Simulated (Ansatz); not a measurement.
Base system: SiC in the zinc blende structure (space group F-43m, No. 216; a = 4.329 Å). Axes: x, y, z lie along the cube axes.

Calculations: Ansatz (a first-principles code) LDA, without spin-orbit coupling.

Strains are applied to the cell and any free atomic positions relax.

One change was made to it. Results:

The smallest direct gap decreases by 0.17 eV, from 4.53 eV to 4.36 eV; the valence-band top at Γ (three highest levels, from the VBM) becomes 0.00, -0.09, -0.17 eV (base: 0.00, 0.00, 0.00 eV); the valley order (the lowest conduction-band minima on the path, energy above the VBM, named in the base's zone) changes from X along ⟨100⟩ 1.30 eV to X along [001] 1.20 eV; X along [010] 1.21 eV.

Q: Which of these changes matches the shifts?
A) tensor shear ε_xy = +0.57 %
B) tensor shear ε_xy = +0.86 %
C) tensor shear ε_xy = +1.14 %

A: B, tensor shear ε_xy = +0.86 %. For comparison, the valley order in the other runs: tensor shear ε_xy = +1.14 % gives X along [001] 1.15 eV; X along [010] 1.18 eV; tensor shear ε_xy = +0.57 % gives X along [001] 1.24 eV; X along [010] 1.24 eV.

Stability against distortions was not tested.
